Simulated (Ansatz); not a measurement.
# A computed series for Sr2SnO4: pressure series

Start from Sr$_{2}$SnO$_{4}$ (space group I4/mmm, No. 139).

```yaml
crystal:
  lattice:
    - [-2.02946, 2.02946, 6.26032]
    - [2.02946, -2.02946, 6.26032]
    - [2.02946, 2.02946, -6.26032]
  atoms:
    - { symbol: Sr, position: [0.64602, 0.64602, 0.00000] }
    - { symbol: Sr, position: [0.35398, 0.35398, 0.00000] }
    - { symbol: Sn, position: [0.00000, 0.00000, 0.00000] }
    - { symbol: O, position: [0.83542, 0.83542, 0.00000] }
    - { symbol: O, position: [0.16458, 0.16458, 0.00000] }
    - { symbol: O, position: [0.50000, 0.00000, 0.50000] }
    - { symbol: O, position: [0.00000, 0.50000, 0.50000] }
```

Cell and atoms are relaxed at each pressure.

Method: PBEsol/PAW in Ansatz (a program for electronic structure), scalar-relativistic without spin-orbit coupling.

```
P (GPa)  V (Å³/atom)
-------  -----------
-2.00         14.988
-1.00         14.858
2.99          14.394
7.00          14.001
15.00         13.359
30.00         12.470
49.99         11.627
74.99         10.865
100.00        10.287
```

**Question.** Fit a third-order Birch–Murnaghan equation of state.

**Answer.** Least squares on P(V) = (3B₀/2)[(V₀/V)^(7/3) − (V₀/V)^(5/3)]·[1 + (3/4)(B₀′ − 4)((V₀/V)^(2/3) − 1)] gives V₀ = 14.73 Å³/atom, B₀ = 124 GPa and B₀′ = 4.5.

Between the base and pressure 7 GPa the gap moves from 2.86 eV to 3.32 eV, a mean slope of 66 meV/GPa.

Load acts through the strain it causes; cell and atoms are relaxed under it. Stability against distortions was not tested. No other phases were tried under pressure.
